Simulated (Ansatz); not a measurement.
Response to strain in BN

Base system: BN in the zinc blende structure (space group F-43m, No. 216).

```
CELL_PARAMETERS angstrom
      0.00000     1.80256     1.80256
      1.80256     0.00000     1.80256
      1.80256     1.80256     0.00000
ATOMIC_POSITIONS crystal
  N  0.75000 0.75000 0.75000
  B  0.00000 0.00000 0.00000
```

Cartesian axes are those of the cell as printed.

Strains are applied to the cell and any free atomic positions relax; under stress the whole cell relaxes.

Computed with PBEsol (Ansatz, a program for electronic structure; PAW; 420 eV plane waves; no SOC), earlier PAW set.

Candidates:
(a) strain tensor (xx, yy, zz, yz, xz, xy) = (−1.13, −0.38, +0.70, −0.34, +1.30, +2.03) %
(b) uniaxial stress, 3 GPa compression along x
(c) isotropic strain −5.06 %
(d) uniaxial strain ε_zz = −0.90 %
(e) uniaxial strain ε_yy = +5.26 %

Notes on the quantities. energy relative to the base: free energy F.

Order them by energy relative to the base, highest first.

(c) isotropic strain −5.06 % (+186 meV/atom), (e) uniaxial strain ε_yy = +5.26 % (+39 meV/atom), (a) strain tensor (xx, yy, zz, yz, xz, xy) = (−1.13, −0.38, +0.70, −0.34, +1.30, +2.03) % (+23 meV/atom), (d) uniaxial strain ε_zz = −0.90 % (+1.2 meV/atom), (b) uniaxial stress, 3 GPa compression along x (+0.2 meV/atom)

Stability under load was not tested beyond the relaxation.
